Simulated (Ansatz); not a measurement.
We consider AlB2-type ZrB2, described by PBEsol (plane waves, PAW; Ansatz, a quantum-chemistry and plane-wave program).

Numerical settings: plane-wave cutoff 520 eV, 24×24×18 k mesh (along the axes of the cell as run), Fermi–Dirac smearing 0.082 eV (set by the program), scalar-relativistic PAW data made under PBE.

Computed at the level's own relaxed cell.

**Question.** Predict the Poisson ratio, elastic constant C44, elastic constant C66, elastic constant C33, elastic constant C13, elastic constant C11 and elastic constant C12.

**Answer.** 
- Poisson ratio: 0.133
- elastic constant C44: 266 GPa
- elastic constant C66: 265 GPa
- elastic constant C33: 454 GPa
- elastic constant C13: 129 GPa
- elastic constant C11: 587 GPa
- elastic constant C12: 56.8 GPa

Measured, for comparison: elastic constant C33 441 GPa, elastic constant C13 121 GPa, elastic constant C11 568 GPa, elastic constant C12 57 GPa (room temperature, no zero-point or thermal correction; as tabulated in Zhang et al. (2020), arXiv:1911.03307). Computed (rounded) less measured: elastic constant C33 +3 %, elastic constant C13 +7 %, elastic constant C11 +3 %, elastic constant C12 -0.4 %. A static lattice is as a rule a little smaller and stiffer than an uncorrected measurement, which narrows the difference in the elastic constant C33, elastic constant C13, elastic constant C11 and would widen misses of the other sign.

Elastic constants are with the ions relaxed.
